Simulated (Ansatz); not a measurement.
Take Ru in the hcp (Mg type) structure (space group P6_3/mmc, No. 194; a = 2.692 Å, c = 4.246 Å) as the base. Axes: x lies along a and z along c of the hexagonal cell.

Computed with PBEsol (Ansatz, a first-principles code), no spin-orbit coupling, earlier PAW set.

Base values:

The shortest interatomic distance comes out as 2.631 Å.

One thing is altered: a free-standing slab of 2 layers (2 atoms, 1 a layer) is cut normal to the z axis, with 15 Å of vacuum and the in-plane cell held at bulk.

Question: Predict the new excess energy per area of both faces and shortest interatomic distance.

Answer: The excess energy per area of both faces (slab less bulk energy over the cell's area: twice a surface energy) comes out as 5.88 J/m² (uncertain by up to 0.05 J/m²); the shortest interatomic distance decreases by 0.124 Å (2.631 Å → 2.507 Å).

Slab and bulk use different k-meshes, which limits the precision of the excess energy. No phonon test of stability was made. The final runs are not spin-polarised.
